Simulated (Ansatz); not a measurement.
The parent structure is MoS$_{2}$ in the 3R-MoS2 type structure (space group R3m, No. 160; a = 3.1532 Å, c = 17.9937 Å (hexagonal axes); layered, stacked along the Cartesian z axis).

Calculations: PBE-D3(BJ) (Ansatz, a first-principles code, PAW, scalar-relativistic without spin-orbit coupling), earlier PAW set.

For the base:

- Pressure: 0.00 GPa
- Smallest direct gap: 1.77 eV
- Band gap: 0.77 eV

It is then changed as follows: every lattice vector is shortened by 2.53 %; the atoms relax in the strained cell.

Task: What does the calculation give for the pressure after the change?

Result: The pressure (mean of the normal stresses, compression positive) goes from zero to 7.03 GPa.

Task: What happens to the energy relative to the base?

Result: The energy goes up by 26 meV/atom.

Task: Estimate the effect on the smallest direct gap.

Result: The smallest direct gap grows by 0.289 eV, from 1.77 eV to 2.05 eV.

Task: Estimate the effect on the band gap.

Result: The band gap decreases by 0.18 eV to 0.59 eV.

Stability against distortions was not tested.
